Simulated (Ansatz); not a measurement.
Pressure series in RuSi

The reference is RuSi (space group P2_13, No. 198; a = 4.7359 Å).

Cell and atoms are relaxed at each pressure.

Levels (all Ansatz, an electronic-structure program, PAW): PBE (420 eV, no SOC); r2SCAN (500 eV, scalar-relativistic without spin-orbit coupling).

The base cell above is that of PBE; each level relaxes its own structures.

| case | shortest interatomic distance, PBE | shortest interatomic distance, r2SCAN |
|---|---|---|
| pressure −2 GPa | 4.527 bohr | 4.500 bohr |
| pressure −1 GPa | 4.524 bohr | 4.497 bohr |
| pressure 3 GPa | 4.511 bohr | 4.485 bohr |
| pressure 7 GPa | 4.498 bohr | 4.472 bohr |
| pressure 15 GPa | 4.474 bohr | 4.449 bohr |
| pressure 30 GPa | 4.431 bohr | 4.408 bohr |
| pressure 50 GPa | 4.380 bohr | 4.359 bohr |
| pressure 75 GPa | 4.323 bohr | 4.305 bohr |
| pressure 100 GPa | 4.273 bohr | 4.256 bohr |

PBE lies above r2SCAN in every row, by 0.016 bohr to 0.027 bohr. They put the cases in the same order.

Load acts through the strain it causes; cell and atoms are relaxed under it. No phonon test of stability was made. No other phases were tried under pressure.
